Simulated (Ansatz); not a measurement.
## Si: pressure series

Start from Si in the diamond structure (space group Fd-3m, No. 227).

```
CELL_PARAMETERS angstrom
      0.00000     2.72203     2.72203
      2.72203     0.00000     2.72203
      2.72203     2.72203     0.00000
ATOMIC_POSITIONS crystal
  Si 0.50000 0.50000 0.50000
  Si 0.75000 0.75000 0.75000
```

Cell and atoms are relaxed at each pressure.

Method: Ansatz (a program for electronic structure) r2SCAN, no spin-orbit coupling, earlier PAW set.

For the base:

The band gap is 0.78 eV.

The aim is a band gap between 0.59 eV and 0.63 eV. Which of these changes reaches it?
A. pressure 5 GPa
B. pressure 3 GPa
C. pressure 10 GPa

C, pressure 10 GPa. It gives 0.61 eV; pressure 5 GPa gives 0.69 eV; pressure 3 GPa gives 0.72 eV. Changes not listed may reach it too

Load acts through the strain it causes; cell and atoms are relaxed under it. Whether these cells are dynamically stable was not tested. Tetrahedral semiconductors of this kind turn to denser phases somewhere between about 1 and 50 GPa; those were not computed, so compressed cells here can lie past the real transition.
